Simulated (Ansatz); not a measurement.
The reference is ZrS₂ in the CdI2 type structure (space group P-3m1, No. 164; a = 3.635 Å, c = 5.720 Å; layered, stacked along the Cartesian z axis).

The values are results of Kohn–Sham DFT with the PBE-D3(BJ) functional, run in Ansatz (a first-principles code) with PAW and 420 eV plane waves, no spin-orbit coupling, not measurements.

Strains are applied to the cell and any free atomic positions relax.

One change was made to it. Results:

| quantity | base | after |
|---|---|---|
| smallest direct gap | 1.41 eV | 1.20 eV |
| pressure (mean of the normal stresses, compression positive) | 0.00 GPa | 4.07 GPa |
| largest internal atomic displacement | – | 0.069 Å |
| energy relative to the base (free energy F) | 0 meV/atom | +19 meV/atom |
| band gap | 0.66 eV | 0.28 eV |

**Question.** Name the change that was made.
A) isotropic strain +0.50 %
B) isotropic strain −2.50 %
C) isotropic strain +1.00 %
D) isotropic strain −2.00 %
E) isotropic strain −1.00 %

**Answer.** B, isotropic strain −2.50 %. For comparison, the band gap in the other runs: isotropic strain +1.00 % gives 0.79 eV; isotropic strain +0.50 % gives 0.73 eV; isotropic strain −2.00 % gives 0.36 eV; isotropic strain −1.00 % gives 0.52 eV.

Stability against distortions was not tested. A zero or small gap of ZrS2 under isotropic strain −2.50 % can be the functional's error rather than a property of the material.
